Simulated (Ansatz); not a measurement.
Output of an Ansatz run (abridged):

```
WARN ansatz: RAYON_NUM_THREADS=1 ignored (pool sized by the plan → 1); use --threads N
Pseudopotentials: kind: paw
Pseudopotential: La, paw, valence charge 11
Pseudopotential: B, paw, valence charge 3
Pseudopotential: Pd, paw, valence charge 18
Crystal: 5 atoms, lattice volume = 84.913 Å³
Basis set: ecut = 420.4159175005146 eV, 1647 PW (Γ), exchange–correlation on 60×60×60 points (8 copies of the dense FFT grid, shifted against one another)
Bands: 41, of which v1, the nominal top of the filled ones, is band 34 counted from 1 (33 counted from 0)
Symmetry: 8 space group operations
Space group: P4mm (ITA 99), of the structure as read, at distance tolerance 4.4e-5 Å
k-points: 75 of 512 (time reversal used)
PAW frozen core: La, regenerated for the run's functional, and the local potential with it
PAW frozen core: B, regenerated for the run's functional, and the local potential with it
PAW frozen core: Pd, regenerated for the run's functional, and the local potential with it
Initial density: superposition of atomic densities (neutral atoms: chi_scale 0, normalization atom), corrected by the library's trained network
Initial wavefunctions: pseudopotential atomic-orbital guess
Eigensolver: davidson
Functional: x = pbesol(κ = 0.804, μ = 0.12345679012345678), c = pbesol(β = 0.046)
SCF iter   1: F=—  HF=-27036.695020 eV  |F-HF|=—  |Δ(HF+E_count)|=         —  Δρ=1.19e-2  dr2=1.62e-1  ethr=1.77e-3  ⟨swp⟩=4.9  Hψ=10726  notcnv=0
all-band conjugate gradients solve this SCF's bands
preconditioner: auto → Kerker (q_TF=auto, 2.629 Å⁻¹)
SCF iter   2: F=—  HF=-27036.667581 eV  |F-HF|=—  |Δ(HF+E_count)|=   2.74e-2  Δρ=3.45e-3  dr2=1.62e-2  ethr=2.39e-4  ⟨swp⟩=2.4  Hψ=5630  notcnv=0
SCF iter   3: F=—  HF=-27036.664571 eV  |F-HF|=—  |Δ(HF+E_count)|=   3.01e-3  Δρ=1.03e-3  dr2=1.35e-3  ethr=2.39e-5  ⟨swp⟩=2.0  Hψ=4337  notcnv=0
SCF iter   4: F=—  HF=-27036.664268 eV  |F-HF|=—  |Δ(HF+E_count)|=   3.03e-4  Δρ=1.89e-4  dr2=3.43e-5  ethr=1.99e-6  ⟨swp⟩=2.0  Hψ=5275  notcnv=0
SCF iter   5: F=—  HF=-27036.664272 eV  |F-HF|=—  |Δ(HF+E_count)|=   3.80e-6  Δρ=4.80e-5  dr2=2.28e-6  ethr=5.04e-8  ⟨swp⟩=2.4  Hψ=5320  notcnv=0
SCF iter   6: F=-27036.664271 eV  HF=-27036.664271 eV  |F-HF|=2.48e-8  |Δ(HF+E_count)|=   2.70e-7  Δρ=9.25e-6  dr2=7.28e-8  ethr=1.47e-10  ⟨swp⟩=5.6  Hψ=15111  notcnv=0
SCF 1 converged in 6 iterations: F = -27036.664271 eV  dr2 = 7.28e-8
SCF converged after 6 iterations
Free energy (F): -27036.664271 eV
Harris-Foulkes:  -27036.664271 eV  (|F-HF|=2.48e-8)
Internal energy: -27036.537464 eV  (E = F + TS)
E sigma→0 (E₀):  -27036.600868 eV
Entropy (-TS):   -0.126807 eV (-25.361 meV/atom)
Fermi energy:    16.334736 eV
--- Per-component energies (eV) ---
  E_band       = -602.414068
  E_kinetic    = 1780.184471
  E_local      = -7135.283926  (includes V_loc(G=0)·N_el)
  E_nonlocal   = 765.385057
  E_hartree    = 2932.667250
  E_xc         = -673.509028
  E_vxc        = -819.008450  (∫ρ·V_xc dr)
  E_paw        = -16459.717190  (= ΣΔE_a)
  E_vpaw       = -1059.008283  (= ΣTr[D̂ρ^β])
  E_aug_tail   = 0.000659  (compensation charges beyond the density's cutoff)
  E_ewald      = -8247.356550
  E_core_change = 1.091793  (= ΣΔE_core)
  E_smearing   = -0.126807  (= −TS)
  E_closure    = 0.000000  (closes the sum)
  Σ components = -27036.664271   (vs F -27036.664271, Δ=0.00e0)
--- Forces (eV/Å), atoms counted from 1 ---
  atom   1  La     0.00000000     0.00000000    -0.19418234
  atom   2  B      0.00000000     0.00000000     0.00695458
  atom   3  Pd     0.00000000     0.00000000     0.10589230
  atom   4  Pd     0.00000000     0.00000000     0.10589230
  atom   5  Pd     0.00000000     0.00000000    -0.02456430
  max |Σ_I F_I| component: 7.46e-6 eV/Å
--- Stress (GPa, compression-positive) ---
       -4.314940       0.000000       0.000000
        0.000000      -4.314940       0.000000
        0.000000       0.000000      -4.335115
  P = ⅓ Tr σ = -4.3217 GPa (-43.217 kbar)
  The stress holds the Pulay correction. Without it, at fixed plane waves, as pw.x and ABINIT print it: P = -4.3700 GPa
--- Band table (eV; the first three rows and the last of 75) ---
  k-point 0: bands = ["-68.5200", "-68.5108", "-68.5087", "-34.4177", "-34.4177", "-34.4156", "-34.1993", "-34.1988", "-34.1988", "-34.1959", "-34.1938", "-34.1938", "-16.2524", "0.0411", "0.0415", "0.0415", "6.5521", "11.2224", "11.4071", [...]
  k-point 1: bands = ["-68.5197", "-68.5108", "-68.5090", "-34.4172", "-34.4172", "-34.4146", "-34.2004", "-34.1987", "-34.1987", "-34.1959", "-34.1943", "-34.1943", "-16.2500", "-0.0061", "0.0384", "0.0384", "6.6591", "11.3491", "11.5059", [...]
  k-point 2: bands = ["-68.5190", "-68.5108", "-68.5098", "-34.4161", "-34.4161", "-34.4121", "-34.2031", "-34.1986", "-34.1986", "-34.1961", "-34.1955", "-34.1955", "-16.2443", "-0.1167", "0.0310", "0.0310", "6.9472", "11.6216", "11.6472", [...]
  k-point 74: bands = ["-68.5141", "-68.5141", "-68.5112", "-34.4774", "-34.3769", "-34.3754", "-34.2327", "-34.2308", "-34.2308", "-34.1709", "-34.1689", "-34.1689", "-16.2221", "-0.1209", "-0.1208", "-0.1208", "9.7883", "9.8881", "9.8881", [...]
```

The structure:

```xyz
5
Lattice="4.3953 0.0000 0.0000 0.0000 4.3953 0.0000 0.0000 0.0000 4.3953" Properties=species:S:1:pos:R:3 pbc="T T T"
La     0.0000     0.0000     0.0500
B      2.1977     2.1977     2.1977
Pd     0.0000     2.1977     2.1977
Pd     2.1977     0.0000     2.1977
Pd     2.1977     2.1977     0.0000
```

### Question
What input produced this log?

### Answer
Other spellings and defaults could give the same log, and not every line can be read from it. The input that was run (DFT, PBEsol, plane waves, default PAW files made with PBE):

Ansatz 0.2 input:
```yaml
# LaBPd3
crystal:
  lattice:
    - [4.39533300, 0.00000000, 0.00000000]
    - [0.00000000, 4.39533300, 0.00000000]
    - [0.00000000, 0.00000000, 4.39533300]
  atoms:
    - { symbol: La, position: [0.00000000, 0.00000000, 0.01137600] }
    - { symbol: B, position: [0.50000000, 0.50000000, 0.50000000] }
    - { symbol: Pd, position: [0.00000000, 0.50000000, 0.50000000] }
    - { symbol: Pd, position: [0.50000000, 0.00000000, 0.50000000] }
    - { symbol: Pd, position: [0.50000000, 0.50000000, 0.00000000] }
basis:
  ecutwfc: 30.9 Ry
kpoints:
  mp_grid: { grid: [8, 8, 8] }
hamiltonian:
  xc: pbesol
  pseudopotentials: { kind: paw }
scf:
  occupations: { method: fermi_dirac, width: 0.0073 Ry }
output:
  forces: true
  eigenvalues: true
  stress: true
```

The starting cell comes from a database of computed structures (which also holds hypothetical and non-ambient phases and stackings), without a prior relaxation at this level. Its lattice was rescaled by up to half a per cent. One atom was moved a little off its site on purpose. Spin polarisation is off. With a pressure of about -4 GPa the cell is away from its equilibrium volume at this level. Ansatz's pressure includes its estimate of the finite-basis (Pulay) stress.

Ansatz is a program for electronic structure.
